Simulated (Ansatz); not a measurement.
Reference: Si (Fd-3m), HSE06, rigid bands (plane waves, PAW, scalar-relativistic; Ansatz, a first-principles code); axes and stresses refer to this cell.

```
Si
1.0
    0.00000     2.71683     2.71683
    2.71683     0.00000     2.71683
    2.71683     2.71683     0.00000
Si
2
Direct
  0.00000   0.00000   0.00000
  0.25000   0.25000   0.25000
```

- band gap = 1.13 eV
- hole conductivity mass = 0.32 mₑ
- Seebeck coefficient, n-type 1e19 cm⁻³ = -304 μV/K

Task: Change: biaxial stress in (001) of -1.8 GPa (compression positive). What happens to band gap, hole conductivity mass, Seebeck coefficient, n-type 1e19 cm⁻³?

Result: band gap falls to 0.93 eV; hole conductivity mass moves little, to 0.33 mₑ; Seebeck coefficient, n-type 1e19 cm⁻³ drops in size to -218 μV/K.

Masses are for dilute carriers at 300 K, harmonic means over directions unless an axis is named. Seebeck coefficients are for the stated density at 300 K, with one relaxation time for all states and whether or not that doping can be reached. Spin-orbit coupling is left out unless a row names it. Stresses and pressures are the targets of the relaxation.  The structure type is held under load, also where the real crystal would transform.
